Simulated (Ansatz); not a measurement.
MoS2: isotropic strain −1.80 %

The parent structure is MoS$_{2}$ (space group P6_3/mmc, No. 194; a = 3.1493 Å, c = 12.0895 Å; layered, stacked along the Cartesian z axis).

The change: every lattice vector is shortened by 1.80 %, atoms relaxed at fixed cell.

The values are results of PBE-D3(BJ) (Ansatz, a quantum-chemistry and plane-wave program; PAW; 420 eV plane waves; no spin-orbit coupling), not measurements. Settings: 12×12×3 k-points, 0.05 eV Fermi–Dirac smearing.

The volume per atom shrinks by 0.92 Å³ (17.31 Å³ → 16.39 Å³) and the space group stays P6_3/mmc (No. 194). The shortest interatomic distance drops by 0.015 Å, from 2.400 Å to 2.385 Å and the energy goes up by 13 meV/atom. The band gap decreases by 0.12 eV to 0.65 eV and the gap character is still indirect, Γ → K–Γ (44 % along). The smallest direct gap rises by 0.19 eV (1.70 eV → 1.89 eV) and the mean gap deformation potential ΔEg/Δln V comes out as +2.2 eV. The width of the top valence band rises by 0.06 eV to 1.75 eV and the hole mass is still 1.0 mₑ along c, 0.61 mₑ across (at Γ). The valence-band top at Γ (three highest levels, from the VBM) becomes 0.00, -1.02, -1.54 eV (base: 0.00, -1.11, -1.29 eV).

Final structure:

```yaml
crystal:
  lattice:
    - [3.09265, 0.00000, 0.00000]
    - [-1.54633, 2.67831, 0.00000]
    - [0.00000, 0.00000, 11.87185]
  atoms:
    - { symbol: Mo, position: [0.66667, 0.33333, 0.75000] }
    - { symbol: Mo, position: [0.33333, 0.66667, 0.25000] }
    - { symbol: S, position: [0.66667, 0.33333, 0.38317] }
    - { symbol: S, position: [0.33333, 0.66667, 0.88317] }
    - { symbol: S, position: [0.33333, 0.66667, 0.61683] }
    - { symbol: S, position: [0.66667, 0.33333, 0.11683] }
```

Cost of the whole job for the changed cell (relaxation, final SCF and bands): about 40 core-seconds (a rough figure).

Effective masses come from finite differences of ±0.01 Å⁻¹. Whether these cells are dynamically stable was not tested.
